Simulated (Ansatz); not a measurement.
Defect: interstitial P in zinc-blende GaP, charge state -1. Calculation: PBE, PAW (plane waves to 420 eV; Ansatz, a quantum-chemistry and plane-wave program).

64-site cell at the relaxed PBE lattice, one k-point at (0.250, 0.250, 0.250), smearing 0.01 eV, spin-restricted, no finite-size correction. Static, classical nuclei. The charge state is imposed; whether it is stable for some Fermi level was not computed. Sites that were not tried may lie lower. The order of the sites in energy changes with the mesh.

Barriers: single points on a 2×2×2 k-point mesh shifted by half a step at the bands' geometries (they differ from the bands' own by up to 0.05 eV, and are uncertain by about as much).

The step: a concerted move, in which P travels most (a rearrangement that moves the defect's centre by under 1 Å); the atom moves 0.58 Å along (-0.07, 0.00, 0.07) of the unit cell; the moving atom starts with neighbours Ga at 2.28, Ga at 2.31; P at 2.14 Å and ends with Ga at 2.28, Ga at 2.31; P at 2.14 Å.

Problem. Estimate the migration barrier of this step that PBE, PAW returns for this input.

Solution. 0.15 eV, the same both ways. At the saddle the moving atom has neighbours Ga at 2.21, 2 Ga at 2.75; P at 2.16, P at 2.78 Å. The program found a first-order saddle point.
